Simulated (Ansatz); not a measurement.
Results of PBE+SOC (Ansatz, a quantum-chemistry and plane-wave program, PAW) for SrTiSe3 (model structure, started from the cubic perovskite type, Pm-3m, No. 221, 5 atoms in the cell).

The input as run:

Ansatz 0.2 input:
```yaml
crystal:
  lattice:
    - [4.9523173927, 0.0, 0.0]
    - [0.0, 4.9523173927, 0.0]
    - [0.0, 0.0, 4.9523173927]
  atoms:
    - { symbol: Sr, position: [0.0, 0.0, 0.0] }
    - { symbol: Ti, position: [0.5, 0.5, 0.5] }
    - { symbol: Se, position: [0.0, 0.5, 0.5] }
    - { symbol: Se, position: [0.5, 0.5, 0.0] }
    - { symbol: Se, position: [0.5, 0.0, 0.5] }
basis:
  ecutwfc: 520
  ecutrho_ratio: 4
  xc_grid: 2
kpoints:
  mp_grid: { grid: [12, 12, 12] }
hamiltonian:
  xc: pbe
  dispersion: none
  pseudopotentials: { kind: paw }
scf:
  occupations: { method: fermi_dirac, width: 0.05 }
  convergence: { dr2_threshold: 0.0000000005 }
output:
  forces: true
  stress: true
  eigenvalues: true
magnetization:
  noncollinear: true
  spin_orbit: true
```

Excerpt of the program's output:

```
Crystal: 5 atoms, lattice volume = 121.458 Å³
Basis set: ecut = 520 eV, 3239 PW (Γ), exchange–correlation on 80×80×80 points (8 copies of the dense FFT grid, shifted against one another)
Bands: 84, of which v1, the nominal top of the filled ones, is band 70 counted from 1 (69 counted from 0)
Symmetry: 48 space group operations + 48 with time reversal
k-points: 84 of 1728
Initial density: superposition of atomic densities (chi_scale 0.1, normalization cell, long waves kept (reshape's long-wave potential 0.00 eV rms))
Functional: x = pbe(κ = 0.804, μ = 0.2195149727645171), c = pbe(β = 0.06672455060314922)
spin=Noncollinear: Kerker preconditioning applied to the charge; magnetization (m_x, m_y, m_z) channels mix plain (no charge-response kernel on spin).
SCF 1 converged in 14 iterations: F = -22458.735482 eV  dr2 = 3.06e-10
SCF converged after 14 iterations
Free energy (F): -22458.735482 eV
Internal energy: -22458.716873 eV  (E = F + TS)
E sigma→0 (E₀):  -22458.726177 eV
Fermi energy:    9.545196 eV
--- Forces (eV/Å), atoms counted from 1 ---
  atom   1  Sr    -0.00000000    -0.00000000    -0.00000000
  atom   2  Ti     0.00000000    -0.00000000     0.00000000
  atom   3  Se     0.00000000     0.00000000     0.00000000
  atom   4  Se     0.00000000    -0.00000000    -0.00000000
  atom   5  Se     0.00000000    -0.00000000     0.00000000
--- Stress (GPa, compression-positive) ---
        3.043391       0.000000       0.000000
       -0.000000       3.043391       0.000000
       -0.000000       0.000000       3.043391
  P = ⅓ Tr σ = 3.0434 GPa (30.434 kbar)
```

Note: the relaxation could raise the start's symmetry but not lower it, so the cell can be a saddle point. Note: cell and atoms aren't relaxed at this level (pressure 3.0 GPa).

A model structure was made by putting elements into a prototype or built by hand; it is no filed structure, need not be a known phase, and can be a saddle point held by its symmetry.
